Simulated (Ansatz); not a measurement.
For Al in the fcc (Cu type) structure at 400 K, quasi-harmonic lattice dynamics with DFT at the PBE level (Ansatz, an electronic-structure program) gives a volume expansion coefficient α_V = 78.71 × 10⁻⁶ K⁻¹, an isothermal bulk modulus B_T = 65.8 GPa, a molar volume V_m = 10.234 cm³/mol and C_V = 24.25 J/(mol K). The run noted for some of its cells that some bands missed the eigensolver's tolerance.

Problem. Work out the Grüneisen parameter, C_P and the adiabatic bulk modulus.

Solution. γ = α_V B_T V_m / C_V = 2.19. C_P − C_V = α_V² B_T V_m T = 1.67 J/(mol K), so C_P = 25.92 J/(mol K). B_S = B_T C_P/C_V = B_T (1 + α_V γ T) = 70.4 GPa.
